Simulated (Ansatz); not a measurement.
Cu on the 1x1 (10-10) surface of wurtzite GaN (cut with top plane Ga + N), one in a 2x1 cell, energies for each (33.7 Å²). Energies are against an atom of fcc Cu, without zero-point or thermal terms; each row is named by its start (#2, #3: further inequivalent places of a kind). No converged result for: 2 more starts.

Host crystal: wurtzite GaN, with a band gap (PBE, scalar-relativistic without spin-orbit coupling).

Computed with PBE (plane waves to 420 eV, PAW; Ansatz, a quantum-chemistry and plane-wave program).

Set-up: 33 atoms, 9.3 Å thick at the start under the adsorbate (thin: gaps and levels are the slab's own); mesh 3x4x1; 0.01 eV smearing; dipole correction on; 16 atoms held, the rest relaxed; each run with such symmetry as its start has; spin-polarised, no spin-orbit, no U, no dispersion correction.

A negative adsorption energy means that the adsorbate is more stable on the surface than in its reference. Starts that drift may end in the same place. Heights count from the host atoms within 0.3 Å of the top one. Moments of ungapped slabs depend on the mesh.

```tsv
starting site	E_ads (eV)	height (Å)	nearest host atom (Å)	bonded to	change of the vacuum step (eV)	lateral drift (Å)	moment (μB)
top N	[?]	[?]	N 1.91	Ga + N	-0.41	0.5	1.0
top Ga #2	2.08	1.24	N 2.22	Ga + 2 N	-0.28	0.5	0.8
hollow beside Ga	1.31	[?]	N 1.90	3 Ga + N	-0.61	0.8	1.0
bridge Ga-Ga-Ga-N-N-N (span 3.3 Å)	1.88	1.40	N 2.12	3 Ga + 2 N	-0.35	0.5	0.8
```

Problem. What belongs in the gaps?

Solution. 
- top N, E_ads (eV): 1.79
- top N, height (Å): 1.89
- hollow beside Ga, height (Å): 1.42
